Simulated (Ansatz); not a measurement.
Base system: GaN in the zinc blende structure (space group F-43m, No. 216).

```yaml
crystal:
  lattice:
    - [0.00000, 2.24904, 2.24904]
    - [2.24904, 0.00000, 2.24904]
    - [2.24904, 2.24904, 0.00000]
  atoms:
    - { symbol: Ga, position: [0.00000, 0.00000, 0.00000] }
    - { symbol: N, position: [0.25000, 0.25000, 0.25000] }
```

Cartesian axes are those of the cell as printed.

Calculations: plane-wave PAW DFT at the PBEsol level (Ansatz, an electronic-structure program, 420 eV), no SOC.

Strains are applied to the cell and any free atomic positions relax; under biaxial strain the out-of-plane vector relaxes too.

One change was made to it. Results:

The pressure (mean of the normal stresses, compression positive) goes from zero to -0.84 GPa; the band gap falls by 0.06 eV (1.70 eV → 1.64 eV); the valence-band top at Γ (three highest levels, from the VBM) becomes 0.00, -0.05, -0.05 eV (base: 0.00, 0.00, 0.00 eV); the gap character is still direct at Γ.

Q: Which of these changes matches the shifts?
A) biaxial strain +2.50 %, plane normal [001], relaxed out of plane
B) biaxial strain +1.50 %, plane normal [001], relaxed out of plane
C) biaxial strain +0.50 %, plane normal [001], relaxed out of plane
D) biaxial strain +2.00 %, plane normal [001], relaxed out of plane

A: C, biaxial strain +0.50 %, plane normal [001], relaxed out of plane. For comparison, the band gap in the other runs: biaxial strain +1.50 %, plane normal [001], relaxed out of plane gives 1.52 eV; biaxial strain +2.50 %, plane normal [001], relaxed out of plane gives 1.41 eV; biaxial strain +2.00 %, plane normal [001], relaxed out of plane gives 1.47 eV.

Whether these cells are dynamically stable was not tested. This is not the structure that GaN has at room temperature and ambient pressure. k-point labels follow each cell's own Brillouin zone.
